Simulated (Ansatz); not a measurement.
How the cohesive energy of TiP (model structure, started from the WC type, P-6m2, No. 187, 2 atoms in the cell) moves with the method

No measured value is used here.

```csv
level (code),value (eV/atom),cell (Å³/atom)
LDA (Ansatz),6.52,14.88
PBEsol (Ansatz),5.93,15.24
r²SCAN (Ansatz),5.10,15.79
r²SCAN+rVV10 (Ansatz),5.31,15.67
```

Free atoms are spin-polarised, in the lowest state found; at levels without +SOC their spin–orbit coupling is left out.  LDA, PBEsol, r²SCAN, r²SCAN+rVV10: the run has no spin polarisation, so it can have missed a magnetic state. Each level is taken at its own relaxed cell. Cutoffs differ between the levels. Ansatz's density-functional and Hartree–Fock values are scalar-relativistic unless marked +SOC, with PAW data made under PBE.

A model structure was made by putting elements into a prototype or built by hand; it is no filed structure, need not be a known phase, and can be a saddle point held by its symmetry.

Ansatz is an electronic-structure program.
